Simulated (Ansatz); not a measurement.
Consider SnO in the litharge type structure (space group P4/nmm, No. 129; layered, stacked along the Cartesian z axis).

```
SnO
1.0
    3.83618     0.00000     0.00000
    0.00000     3.83618     0.00000
    0.00000     0.00000     4.75736
Sn O
2 2
Direct
  0.50000   0.00000   0.24343
  0.00000   0.50000   0.75657
  0.00000   0.00000   0.00000
  0.50000   0.50000   0.00000
```

Cartesian axes are those of the cell as printed.

All numbers come from PBE-D3(BJ), PAW, 420 eV (Ansatz, a quantum-chemistry and plane-wave program; spin-orbit coupling left out), earlier PAW set.

Before the change:

- Gap character = absent
- Band gap = zero

Perturbation: biaxial strain +1.35 %, plane normal [001], relaxed out of plane (Cartesian); in-plane vectors clamped, the third vector and the atoms free.

Q: Predict the new gap character.

A: The gap character becomes indirect, k = (0.083, 0.083, 0) in the run's primitive reciprocal basis → M (base: absent).

Q: Predict the new band gap.

A: The band gap goes from zero to 0.20 eV.

Stability against distortions was not tested. The final runs are not spin-polarised. The zero or small gap of SnO can change with the level of theory.
